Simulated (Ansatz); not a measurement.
**MgTi₃N₃O (model structure, P4/mmm, No. 123, 8 atoms in the cell): c axis length by level of theory**

No measured value is used here.

```json
[
 {"level (code)": "LDA (Ansatz)", "value (Å)": "8.463"},
 {"level (code)": "PBE (Ansatz)", "value (Å)": "8.658"},
 {"level (code)": "PBEsol (Ansatz)", "value (Å)": "8.555"},
 {"level (code)": "r²SCAN (Ansatz)", "value (Å)": "8.589"}
]
```

Spin-polarised start: LDA, PBE, PBEsol, r²SCAN. LDA, PBE, PBEsol, r²SCAN: the starting moments vanished in the run, and other orders were not tried. Cutoffs differ between the levels. Ansatz's density-functional and Hartree–Fock values are scalar-relativistic unless marked +SOC, with PAW data made under PBE.

A model structure was made by putting elements into a prototype or built by hand; it is no filed structure, need not be a known phase, and can be a saddle point held by its symmetry.

Ansatz is a program for electronic structure.
